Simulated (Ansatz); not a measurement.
Consider Si in the diamond structure (space group Fd-3m, No. 227; a = 5.434 Å). Axes: x, y, z lie along the cube axes.

The values are results of Ansatz (a quantum-chemistry and plane-wave program) PBEsol, no spin-orbit coupling, not measurements.

For the base:

The smallest direct gap is 2.52 eV and the valley order is a point along ⟨100⟩, about 1.0 Å⁻¹ from Γ 0.47 eV; L along ⟨111⟩ 1.46 eV.

One thing is altered: biaxial strain −1.67 %, plane normal [111], relaxed out of plane (Cartesian); in-plane vectors clamped, the third vector and the atoms free.

### Question
Predict the new smallest direct gap and valley order.

### Answer
The smallest direct gap shrinks by 0.33 eV to 2.19 eV; the valley order (the lowest conduction-band minima on the path, energy above the VBM, named in the base's zone) becomes a point along [010], about 1.0 Å⁻¹ from Γ 0.30 eV; L along [1-1-1] 1.37 eV; L along [111] 1.72 eV (base: a point along ⟨100⟩, about 1.0 Å⁻¹ from Γ 0.47 eV; L along ⟨111⟩ 1.46 eV).

Whether these cells are dynamically stable was not tested.
